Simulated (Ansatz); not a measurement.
The reference is GeSe in the wurtzite structure (space group P6_3mc, No. 186; a = 4.7902 Å, c = 5.8625 Å; a hypothetical phase, not in the database extracts checked).

(Cell as relaxed with PBE.)

Levels (all Ansatz, a program for electronic structure, PAW, earlier PAW set): PBE (420 eV, no spin-orbit coupling); PBEsol (420 eV, without spin-orbit coupling).

Each level relaxes its own structure.

| base | PBE | PBEsol |
|---|---|---|
| volume per atom | 29.12 Å³ | 27.31 Å³ |
| lattice parameter a | 9.052 bohr | 8.901 bohr |
| band gap | 0.92 eV | 0.54 eV |

It is then changed as follows: an isotropic linear strain of +2.18 %, atoms relaxed at fixed cell.

```json
[
 {"quantity": "smallest direct gap", "PBE": "1.59 eV", "PBEsol": "1.26 eV"},
 {"quantity": "shift of the gap caused by the change", "PBE": "+0.11 eV", "PBEsol": "+0.32 eV"},
 {"quantity": "energy relative to the base (free energy F)", "PBE": "+12 meV/atom", "PBEsol": "+13 meV/atom"},
 {"quantity": "band gap", "PBE": "1.04 eV", "PBEsol": "0.86 eV"}
]
```

PBE's smallest direct gap lies 0.33 eV above PBEsol's; PBE's shift of the gap caused by the change lies 0.21 eV below PBEsol's; PBE's energy relative to the base lies 1.5 meV/atom below PBEsol's; PBE's band gap lies 0.18 eV above PBEsol's. Neither level is exact; PBEsol is the comparison here, not a measurement.

Stability against distortions was not tested.
